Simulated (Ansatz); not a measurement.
End structure of Al on the 1x1 (111) surface of fcc Ni, ferromagnetic, one in a 2x2 cell, started at the site 'hollow Ni-Ni-Ni over Ni at depth 2.0 Å':

```
CELL_PARAMETERS angstrom
      4.97715     0.00000     0.00000
     -2.48857     4.31034     0.00000
      0.00000     0.00000    25.50000
ATOMIC_POSITIONS crystal
  Ni 0.16667 0.33333 0.38155
  Ni 0.16667 0.83333 0.38155
  Ni 0.66667 0.33333 0.38155
  Ni 0.66667 0.83333 0.38155
  Ni 0.33333 0.16667 0.46024
  Ni 0.33333 0.66667 0.46024
  Ni 0.83333 0.16667 0.46024
  Ni 0.83333 0.66667 0.46024
  Ni 0.00130 0.99870 0.53994
  Ni 0.00130 0.50261 0.53994
  Ni 0.49739 0.99870 0.53994
  Ni 0.50000 0.50000 0.53923
  Ni 0.16022 0.33011 0.61875
  Ni 0.16667 0.83333 0.62129
  Ni 0.66989 0.33011 0.61875
  Ni 0.66989 0.83978 0.61875
  Al 0.50000 0.50000 0.69095
```

Slab: 17 atoms, 6.0 Å thick at the start under the adsorbate (thin: gaps and levels are the slab's own); k 7x7x1, smearing 0.1 eV, dipole-corrected; 8 atoms held, the rest relaxed; symmetry of the start imposed; spin-polarised, no spin-orbit, no U, no dispersion correction. At the end it is bonded to 3 Ni. In PBE it is, or lies within 0.03 eV of, the lowest of the starts that converged.

A negative adsorption energy means that the adsorbate is more stable on the surface than in its reference.

Problem. Give the change of the work function at the level PBE (Ansatz, a quantum-chemistry and plane-wave program).

Solution. -0.97 eV

Problem. Estimate the change of the step from the bottom to the top vacuum level, against the clean slab that PBE returns for this input.

Solution. -0.95 eV

Problem. What is the computed adsorption energy against an atom of fcc Al (PBE)?

Solution. -0.38 eV

Problem. What is the computed work function of the top face (PBE)?

Solution. 4.11 eV
